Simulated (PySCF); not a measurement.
PySCF 2.14.0, PBE/def2-svp, df: Ti(OH)2(H)2 ([OH][TiH2][OH]), 7 atoms. The geometry is a generated start, not checked to be a minimum at this level.

| Item | Result |
|---|---|
| task | energy |
| method | pbe |
| basis | def2-svp |
| two-electron scheme | density fitting |
| mol.max_memory | 3000 MB |
| mf.max_cycle | 100 |
| mf.init_guess | minao (default) |
| mf.conv_tol | 1e-09 (default) |
| mf.grids.level | 3 (default) |
| basis functions | 79 |
| grid points | 88304 |

```xyz
7

Ti    -0.3396    -0.1708    -0.1661
O      0.8153     0.6638    -1.1140
H      1.5524     1.0869    -1.5579
O     -0.0409    -0.2657     1.5186
H      0.2439    -0.1764     2.4324
H     -0.4406    -1.7003    -0.7444
H     -1.7904     0.5626    -0.3685
```

Charge 0 and multiplicity 1 are set for this test and not shown to be the ground state.

With the defaults (mf.DIIS = CDIIS, mf.diis = true, mf.diis_space = 8, mf.damp = 0, mf.diis_start_cycle = 1, mf.level_shift = 0) it converges in 14 Fock builds. One run each on 2 threads, 1 BLAS thread, with these changes:
- mf.diis = false
- mf.damp = 0.7, mf.diis_start_cycle = 8
- mf.level_shift = 0.3 Hartree
- mf.diis_space = 5
- mf.diis_space = 12
- mf.damp = 0.3, mf.diis_start_cycle = 4
- mf.diis_space = 3
- mf.DIIS = EDIIS
- mf.DIIS = ADIIS

**Question.** Which of these changes keep the SCF from converging, or lead it to another solution?

**Answer.** No convergence: mf.DIIS = EDIIS; mf.diis = false (the run ends without SCF convergence in 100 cycles). The rest reach the solution of the defaults.

```csv
setting,Fock builds,end
the defaults,14,same solution
mf.diis_space = 12,14,same solution
mf.diis_space = 5,16,same solution
"mf.damp = 0.7, mf.diis_start_cycle = 8",18,same solution
"mf.damp = 0.3, mf.diis_start_cycle = 4",20,same solution
mf.level_shift = 0.3 Hartree,20,same solution
mf.DIIS = ADIIS,33,same solution
mf.diis_space = 3,50,same solution
mf.DIIS = EDIIS,101,no convergence
mf.diis = false,101,no convergence
```
